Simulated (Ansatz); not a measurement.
Start from MgS in the rock salt structure (space group Fm-3m, No. 225; a = 5.1551 Å).

All numbers come from PBE-D3(BJ) (Ansatz, a quantum-chemistry and plane-wave program), spin-orbit coupling left out.

For the base:

| Item | Result |
|---|---|
| Valley order | X along ⟨100⟩ 2.85 eV; Γ 3.95 eV |
| Lattice parameter a | 5.155 Å |

One thing is altered: cell and atoms relaxed at a pressure of 0.7 GPa.

**Question.** What happens to the valley order and lattice parameter a?

**Answer.** The valley order (the lowest conduction-band minima on the path, energy above the VBM, named in the base's zone) becomes X along ⟨100⟩ 2.87 eV; Γ 4.02 eV (base: X along ⟨100⟩ 2.85 eV; Γ 3.95 eV); the lattice parameter a decreases by 0.0146 Å to 5.141 Å.

The levels and masses belong to the bands next to the band gap. Load acts through the strain it causes; cell and atoms are relaxed under it. Stability against distortions was not tested. The base started in Pnma and relaxed to Fm-3m at this level.
